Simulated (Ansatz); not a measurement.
A working Ansatz (a quantum-chemistry and plane-wave program) input for Li₂MnSnS₄ (Pc, 16 atoms in the cell) (DFT, PBEsol, plane waves, default PAW files made with PBE):

Ansatz 0.2 input:
```yaml
crystal:
  lattice:
    - [6.587783, 0.000000, 0.000000]
    - [0.000000, 6.978247, 0.000000]
    - [-6.558332, 0.000000, 8.157095]
  atoms:
    - { symbol: Li, position: [0.837250, 0.662480, 0.228370] }
    - { symbol: Li, position: [0.837250, 0.337520, 0.728370] }
    - { symbol: Li, position: [0.083410, 0.167540, 0.477650] }
    - { symbol: Li, position: [0.083410, 0.832460, 0.977650] }
    - { symbol: Mn, position: [0.582000, 0.828270, 0.475000], spin: 4.0 }
    - { symbol: Mn, position: [0.582000, 0.171730, 0.975000], spin: 4.0 }
    - { symbol: Sn, position: [0.333850, 0.329790, 0.227610] }
    - { symbol: Sn, position: [0.333850, 0.670210, 0.727610] }
    - { symbol: S, position: [0.456700, 0.661750, 0.227300] }
    - { symbol: S, position: [0.456700, 0.338250, 0.727300] }
    - { symbol: S, position: [0.701920, 0.163100, 0.474310] }
    - { symbol: S, position: [0.701920, 0.836900, 0.974310] }
    - { symbol: S, position: [0.212770, 0.168080, 0.979820] }
    - { symbol: S, position: [0.212770, 0.831920, 0.479820] }
    - { symbol: S, position: [0.957170, 0.324550, 0.225040] }
    - { symbol: S, position: [0.957170, 0.675450, 0.725040] }
kpoints:
  mp_grid: { grid: [4, 3, 3] }
hamiltonian:
  xc: pbesol
  pseudopotentials: { kind: paw }
magnetization:
  spin_polarized: true
scf:
  occupations: { method: fermi_dirac, width: 0.1 eV }
output:
  forces: true
  eigenvalues: true
  stress: true
```

The run converged in 11 iterations: free energy E − TS (on the zero of these files) -27540.7889 eV; pressure -3.92 GPa; largest force (vector length) 0.434 eV/Å; size of the cell's spin moment 10.00 μB. Each of these slips is then made, one at a time:

(1)
```diff
+  convergence: { dr2_threshold: 1.0e-01 eV }
```

(2)
```diff
-  occupations: { method: fermi_dirac, width: 0.1 eV }
+  occupations: { method: fixed }
```

**Question.** What happens in each case?

**Answer.** 
(1) A convergence threshold that is too loose. The run converged in 8 iterations, and against the sound input the free energy stays essentially unchanged (within 1 meV/atom), the pressure hardly changes (-3.92 to -3.91 GPa), the largest force stays at 0.434 eV/Å and the size of the net moment stays at 0.62 μB/atom.

(2) Fixed occupations in a spin-polarised run with a free moment. The program stopped before any SCF iteration.
```
Error: inconsistent input (scf.occupations.method, magnetization): a σ = 0 step fill (method: fixed, or a smearing width below the step floor) with no hard lock on the total moment puts the same N_el/2 bands in each spin channel, which gives a total moment of zero, but the starting moments sum to +8.0000 μB; make the starting moments (crystal.atoms [...]
```

The starting cell comes from a database of computed structures (which also holds hypothetical and non-ambient phases and stackings), without a prior relaxation at this level. Its lattice was rescaled by a random factor within 2.5 % of one. The magnetic order is the one reached from the typed start; others were not searched systematically. The program warned that, by what it read of turns of the moments, another magnetic order lies lower. In the base run, with a pressure of about -4 GPa the cell is away from its equilibrium volume at this level. Ansatz's pressure includes its estimate of the finite-basis (Pulay) stress.

Left out of this page: 3 runs of the series outside the window shown, repeating another row's setting, or not comparable.
